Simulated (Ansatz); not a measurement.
Consider SnS in the GeS type structure (space group Pnma, No. 62; a = 11.1555 Å, b = 3.9999 Å, c = 4.2608 Å).

Perturbation: the cell is scaled by 1.0073 in all directions; the atoms relax in the strained cell.

Computed with Ansatz (an electronic-structure program), PBE-D3(BJ), PAW, cutoff 420 eV, scalar-relativistic without spin-orbit coupling, earlier PAW set.

Base, band edges from the VBM (valence, conduction): R -1.78, 2.56; S -1.05, 1.58; T -1.60, 2.73; Y -0.85, 1.16; U -0.06, 1.34; X -0.73, 2.63; Z -0.13, 1.43; Γ -0.69, 0.78 eV.

**Question.** Give the band edges at the high-symmetry points of the new zone, measured from its valence-band maximum.

**Answer.** 
```json
[
 {"point": "Γ", "valence edge (eV)": "-0.59", "conduction edge (eV)": "0.93"},
 {"point": "X", "valence edge (eV)": "-0.62", "conduction edge (eV)": "2.68"},
 {"point": "S", "valence edge (eV)": "-0.96", "conduction edge (eV)": "1.69"},
 {"point": "Y", "valence edge (eV)": "-0.79", "conduction edge (eV)": "1.31"},
 {"point": "Z", "valence edge (eV)": "-0.10", "conduction edge (eV)": "1.48"},
 {"point": "U", "valence edge (eV)": "-0.05", "conduction edge (eV)": "1.42"},
 {"point": "R", "valence edge (eV)": "-1.65", "conduction edge (eV)": "2.67"},
 {"point": "T", "valence edge (eV)": "-1.46", "conduction edge (eV)": "2.81"}
]
```

The gap is 0.81 eV, indirect, Γ–Z (83 % along) → Y–Γ (33 % along).

Whether these cells are dynamically stable was not tested.
